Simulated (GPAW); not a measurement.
Short convergence ladders for As (R-3m, 2 atoms in the cell)

```
As
1.0
    3.69877    -1.88940     0.00000
    3.69877     1.88940     0.00000
    2.73362     0.00000     3.12698
As
2
Direct
  0.23172   0.23172   0.23172
  0.77300   0.77300   0.77300
```

Base method: PBE, GPAW PAW datasets PBE (gpaw-data 1.0.1) (plane waves; GPAW).

Base settings: mode = pw; ecut = 600 eV; xc = PBE; kpts = 5 5 5; mesh shift (steps) = 0 0 0; occupations.name = fermi-dirac; occupations.width = 0.1 eV; nbands = -10; symmetry.symmorphic = false; symmetry.tolerance = 0.0005.

The count of work is k-points × plane waves × bands × iterations; it is no time. Core times come from one kind of shared machine, to one figure; runs under 30 s give none.

**Shifted k-point meshes**

In this ladder: kpts_shift = 0.5 0.5 0.5.

Only quantities that move along the ladder and can be compared are tabulated.

| kpts | free energy less the last step's (meV/atom) | pressure (GPa) | largest difference of a force vector from the last step's (eV/Å) | count of work / last | core time / last (rough) |
|---|---|---|---|---|---|
| 2 2 2 | -24.46 | 5.18 | 0.201 | 0.0044 | – |
| 4 4 4 | -19.64 | 1.49 | 0.272 | 0.022 | – |
| 6 6 6 | -14.85 | 0.94 | 0.098 | 0.057 | – |
| 8 8 8 | -7.00 | 0.99 | 0.031 | 0.12 | 0.1 |
| 10 10 10 | -2.93 | 0.99 | 0.001 | 0.22 | 0.2 |
| 17 17 17 | 0.00 | 1.03 | 0.000 | 1.0 | 1 |

Coarsest kpts that holds the forces within 0.005 eV/Å of the last step, with all finer ones: 10 10 10, at 0.22 of the last step's count of work and about 0.2 of the last step's time; the step before is off by 0.031 eV/Å.

Coarsest kpts that holds the pressure within 0.5 GPa of the last step, with all finer ones: 4 4 4, at 0.022 of the last step's count of work; the step before is off by 4.1 GPa.

Coarsest kpts that holds the free energy within 5 meV/atom: not settled: the last two steps still differ by 2.9 meV/atom, over half the tolerance, so the ladder does not show it.

**The k-point mesh at a smearing width of 0.3 eV**

In this ladder: occupations.width = 0.3 eV.

Only quantities that move along the ladder and can be compared are tabulated.

| kpts | free energy less the last step's (meV/atom) | pressure (GPa) | largest difference of a force vector from the last step's (eV/Å) | count of work / last | core time / last (rough) |
|---|---|---|---|---|---|
| 4 4 4 | -29.76 | 0.86 | 0.286 | 0.0088 | – |
| 7 7 7 | -6.65 | 0.94 | 0.023 | 0.027 | – |
| 10 10 10 | -0.76 | 1.01 | 0.003 | 0.079 | 0.1 |
| 14 14 14 | 0.00 | 1.03 | 0.001 | 0.20 | 0.3 |
| 17 17 17 | 0.01 | 1.03 | 0.000 | 0.33 | 0.3 |
| 25 25 25 | 0.00 | 1.03 | 0.000 | 1.0 | 1 |

Coarsest kpts that holds the forces within 0.005 eV/Å of the last step, with all finer ones: 10 10 10, at 0.079 of the last step's count of work and about 0.1 of the last step's time; the step before is off by 0.023 eV/Å.

Coarsest kpts that holds the free energy within 2 meV/atom of the last step, with all finer ones: 10 10 10, at 0.079 of the last step's count of work and about 0.1 of the last step's time; the step before is off by 6.7 meV/atom.

Coarsest kpts that holds the pressure within 0.05 GPa of the last step, with all finer ones: 10 10 10, at 0.079 of the last step's count of work and about 0.1 of the last step's time; the step before is off by 0.10 GPa.

**The SCF threshold**

Moved along: convergence.density, convergence.eigenstates.

The mesh stays at the base's, so the ladder's end is converged at best in this setting alone.

Only quantities that move along the ladder and can be compared are tabulated.

```tsv
convergence.energy	largest difference of a force vector from the last step's (eV/Å)	count of work / last
0.01 eV/electron	0.045	0.098
0.0001 eV/electron	0.000	0.16
1e-06 eV/electron	0.000	0.18
1e-08 eV/electron	0.000	0.26
1e-13 eV/electron	0.000	1.0
```

Coarsest convergence.energy that holds the forces within 0.02 eV/Å of the last step, with all finer ones: 0.0001 eV/electron, at 0.16 of the last step's count of work; the step before is off by 0.045 eV/Å.

On the base run: the starting cell has typed, rounded lattice constants, without a prior relaxation at this level. Its lattice was rescaled by up to half a per cent. One atom was moved a little off its site on purpose. Without a gap this mesh is coarse (it stands for a supercell whose shortest vector is 19 Å).
